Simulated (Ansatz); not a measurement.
Effect of Al → Y on TiAl

The reference is TiAl (space group P4/mmm, No. 123; a = 2.824 Å, c = 4.071 Å).

The change: Y takes the place of Al on all its sites; the structure is relaxed again.

Level of theory: PBE, PAW, 420 eV (Ansatz, a program for electronic structure; spin-orbit coupling left out), earlier PAW set. Γ-centred 14×14×11 mesh, Fermi–Dirac width 0.05 eV, for the changed cell.

| quantity | base | changed | shift |
|---|---|---|---|
| density | 3.83 g/cm³ | 4.73 g/cm³ | +0.90 g/cm³ |
| lattice parameter a | 2.824 Å | 3.274 Å | +0.450 Å |
| c/a ratio | 1.441 | 1.369 | -0.0725 |
| space group | P4/mmm (No. 123) | P4/mmm (No. 123) | – |
| shortest interatomic distance | 2.824 Å | 3.222 Å | +0.398 Å |
| band gap | zero | zero | – |

Final structure:

```
YTi
1.0
    3.27365     0.00000     0.00000
    0.00000     3.27365     0.00000
    0.00000     0.00000     4.48126
Y Ti
1 1
Direct
  0.50000   0.50000   0.50000
  0.00000   0.00000   0.00000
```

Cost of the whole job for the changed cell (relaxation, final SCF and bands): roughly 50 core-seconds.

Whether these cells are dynamically stable was not tested. As relaxed here, YTi is a hypothetical phase, not in the database extracts checked. All final runs are without spin polarisation. An odd electron count without spin: YTi and TiAl. YTi has a high density of states at the Fermi level and may be magnetic at this level.
